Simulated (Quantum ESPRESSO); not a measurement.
Convergence test for HfMg₆Bi (Amm2, 8 atoms in the cell)

```xyz
8
Lattice="5.2001 0.0000 0.0000 0.0000 3.2640 5.4925 0.0000 -3.2640 5.4925" Properties=species:S:1:pos:R:3 pbc="T T T"
Mg     0.0000    -1.6322     6.4035
Mg     0.0000     1.6322     6.4035
Mg     0.0000     0.0000     3.6746
Mg     2.6001    -1.5748     4.6134
Mg     2.6001     1.5748     4.6134
Mg     2.6001     0.0000     1.8041
Hf     2.6001     0.0000     7.3168
Bi     0.0000     0.0000     9.1108
```

Computed with PBEsol, PseudoDojo standard norm-conserving (PBESOL) pseudopotentials (plane waves; Quantum ESPRESSO 7.5).

The starting cell comes from a database of computed structures (which also holds hypothetical and non-ambient phases and stackings), without a prior relaxation at this level.

Held fixed: occupations = smearing; smearing = cold; degauss = 0.0147 Ry; potentials = {Mg: Mg.upf, Hf: Hf.upf, Bi: Bi.upf}; K_POINTS = automatic 4 3 3 0 0 0; conv_thr = 1e-10 Ry.

ΔF is the free energy per atom less that of the last row (110 Ry).

The series runs over ecutwfc = 34 Ry; 42 Ry; 51 Ry; 59 Ry; 68 Ry; 76 Ry; 85 Ry; 98 Ry; 110 Ry.

**Question.** From which setting on does the pressure stay within 1 GPa of the last one?

**Answer.** From ecutwfc = 76 Ry on; the one before it is off by 4.9 GPa. The value it settles on is -1.5 GPa at this level of theory and with the other settings as held.

**Question.** From which setting on does the largest force stay within 0.005 eV/Å of the last one?

**Answer.** From ecutwfc = 59 Ry on; the one before it is off by 0.0075 eV/Å. The value it settles on is 0.052 eV/Å at this level of theory and with the other settings as held.

```
ecutwfc  ΔF (meV/atom)  pressure (GPa)  largest force (eV/Å)  plane waves  iterations
-------  -------------  --------------  --------------------  -----------  ----------
34 Ry          26275.1         -501.21                 0.060         4251          15
42 Ry           9186.8         -252.11                 0.080         5828          14
51 Ry           2251.9          -91.86                 0.059         7755          13
59 Ry            494.7          -29.27                 0.055         9664          12
68 Ry             58.6           -6.41                 0.051        11936          12
76 Ry              4.8           -2.08                 0.053        14099          12
85 Ry             0.36           -1.51                 0.054        16690          12
98 Ry             0.09           -1.51                 0.052        20647          12
110 Ry            0.00           -1.50                 0.052        24544          12
```
